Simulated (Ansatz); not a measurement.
BaTiO3, response to strain

The reference is BaTiO₃ in the cubic perovskite structure (space group Pm-3m, No. 221).

```yaml
crystal:
  lattice:
    - [3.96988, 0.00000, 0.00000]
    - [0.00000, 3.96988, 0.00000]
    - [0.00000, 0.00000, 3.96988]
  atoms:
    - { symbol: Ba, position: [0.00000, 0.00000, 0.00000] }
    - { symbol: Ti, position: [0.50000, 0.50000, 0.50000] }
    - { symbol: O, position: [0.50000, 0.00000, 0.50000] }
    - { symbol: O, position: [0.00000, 0.50000, 0.50000] }
    - { symbol: O, position: [0.50000, 0.50000, 0.00000] }
```

Cartesian axes are those of the cell as printed.

Strains are applied to the cell and any free atomic positions relax; under biaxial strain the out-of-plane vector relaxes too.

All numbers come from DFT with PBEsol, PAW potentials and a 420 eV plane-wave cutoff in Ansatz (a quantum-chemistry and plane-wave program), scalar-relativistic without spin-orbit coupling.

Notes on the quantities. in-plane stress: mean in-plane stress (compression positive).

```csv
case,gap character,in-plane stress,volume per atom,band gap
base,–,–,12.51 Å³,1.82 eV
"biaxial strain −2.50 %, plane normal [111], relaxed out of plane",direct at Γ,+10.7 GPa,?,?
"biaxial strain −2.00 %, plane normal [111], relaxed out of plane",direct at Γ,+8.4 GPa,12.16 Å³,1.79 eV
"biaxial strain −1.50 %, plane normal [111], relaxed out of plane","indirect, T → Γ",+6.2 GPa,?,1.81 eV
"biaxial strain −1.00 %, plane normal [111], relaxed out of plane","indirect, T → Γ",+4.1 GPa,12.33 Å³,1.81 eV
"biaxial strain −0.50 %, plane normal [111], relaxed out of plane","indirect, T → Γ",+2.0 GPa,12.42 Å³,1.82 eV
```

Q: Some entries are withheld; estimate them.

A: 
- biaxial strain −2.50 %, plane normal [111], relaxed out of plane, volume per atom: 12.07 Å³
- biaxial strain −2.50 %, plane normal [111], relaxed out of plane, band gap: 1.76 eV
- biaxial strain −1.50 %, plane normal [111], relaxed out of plane, volume per atom: 12.25 Å³

Whether these cells are dynamically stable was not tested. The final runs are not spin-polarised. Many cubic perovskites are stable only at high temperature; tilts and polar distortions were not tested. This is not the structure that BaTiO3 has at room temperature and ambient pressure. Labels are those of the standard path for the cell's own space group.
